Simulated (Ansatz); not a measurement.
Take HfO2 (space group P4_2/nmc, No. 137; a = 3.5671 Å, c = 5.1660 Å) as the base. Axes: x, y, z lie along a, b, c of the conventional cell.

It is then changed as follows: uniaxial stress, 8 GPa tension along z, with the cell and atoms free to relax against it.

Levels (all Ansatz, an electronic-structure program, PAW): PBEsol (420 eV, without spin-orbit coupling); r2SCAN (500 eV, scalar-relativistic without spin-orbit coupling).

The geometry is relaxed with PBEsol.

| Property | Result |
|---|---|
| PBEsol band gap | 4.61 eV |
| PBEsol pressure | -2.67 GPa |
| PBEsol smallest direct gap | 4.66 eV |

### Question
Predict the band gap, pressure and smallest direct gap from r2SCAN.

### Answer
The band gap rises by 0.67 eV, from 4.61 eV to 5.28 eV; the pressure goes up by 1.90 GPa (-2.67 GPa → -0.77 GPa); the smallest direct gap grows by 0.67 eV (4.66 eV → 5.33 eV).

Single points use the geometry relaxed with PBEsol. Their cutoffs differ, which shifts pressures a little. With Hf present, leaving out spin-orbit coupling can change the band edges. Load acts through the strain it causes; cell and atoms are relaxed under it. Stability under load was not tested beyond the relaxation. This is not the structure that HfO2 has at room temperature and ambient pressure.
